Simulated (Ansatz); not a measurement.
# Formation enthalpy of some intermetallic compounds

Method: PBEsol-D3(BJ) (Ansatz, an electronic-structure program, plane waves, PAW). References are measured values at room or unstated temperature, uncorrected unless marked, so that the deviations hold thermal and zero-point effects besides the level's error.

Values in eV/atom.

```tsv
solid	reference	PBEsol-D3(BJ)	deviation (eV/atom)
L1₀ (CuAu-type) TiAl	-0.38	-0.419	-0.039
CsCl-type NiAl	-0.640	-0.707	-0.067
CsCl-type FeAl	-0.260	-0.388	-0.128
ZrAl3 (I4/mmm, No. 139)	-0.502	-0.517	-0.015
TiAl3 (I4/mmm, No. 139)	-0.379	-0.415	-0.036
L1₀ (CuAu-type) CuAu	-0.093	-0.046	+0.047
```

Over these 6 solids the mean deviation is -0.040 eV/atom, the mean absolute deviation 0.055 eV/atom (median 0.043 eV/atom), and the worst case CsCl-type FeAl at -0.128 eV/atom; the value is too low in 5 of 6 cases.

Spin–orbit coupling is left out, also for the solids with elements from indium on (L1₀ (CuAu-type) CuAu); its size isn't shown.

Formation is from the elements' reference phases, gases as molecules.

Differences are worked out from the printed values.

Each level is taken at its own relaxed cell. Ansatz's density-functional and Hartree–Fock values are scalar-relativistic unless marked +SOC, with PAW data made under PBE.

Ansatz's runs of these crystals have no spin polarisation.

Not in this set, of the intermetallic compounds with a reference value in our tables and a result at some level: 161 for no value at PBEsol-D3(BJ) (not run, a failed fit, an unstable or unbound cell, or a value held back for tests); 67 for a reference of another kind, counted apart; 1 for a run that ended without the magnetic order (PBEsol-D3(BJ)). These can be a level's best or worst cases. At least 24 more with a reference value are held back for tests. Solids without a released value at any level aren't counted. Sums of energies from LAMMPS, tight-binding programs and other DFT programs aren't taken. Layered and molecular crystals are counted apart.

References as tabulated in Wang et al. (2021), doi:10.1038/s41598-021-94550-5; Zope and Mishin (2003), arXiv:cond-mat/0306298; Nepal et al. (2019), arXiv:1905.09348.
